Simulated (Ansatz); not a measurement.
The starting structures come from a database of crystals and need not be the phases stable at ambient conditions.

 Where the default PAW files enter, the runs use the earlier of Ansatz's two default sets.

By PBEsol, the system below comes out a metal.

The ballistic (Sharvin) conductance counts the channels at the Fermi level: G/A = (e²/h) × channels of both spins per area.

Here is the system:

```
CELL_PARAMETERS angstrom
      2.87389     0.00000     0.00000
      0.00000     5.30173     0.00000
      1.43694    -2.65087     2.49590
ATOMIC_POSITIONS crystal
  Ge 0.06406 0.25000 0.00000
  Ge 0.93594 0.75000 0.00000
```

Space group of this cell: Imma. The cell is taken as given; by PBEsol its mean pressure is -2.5 GPa.

The current flows along the normal of the first two printed cell vectors. No spin-orbit coupling; the value is a mean over 0.1 eV about the Fermi level.

Question: Compute, with PBEsol run with Ansatz (a first-principles code), the ballistic conductance per area.

Answer: 1.1 × 10¹⁵ S/m² for both spins.
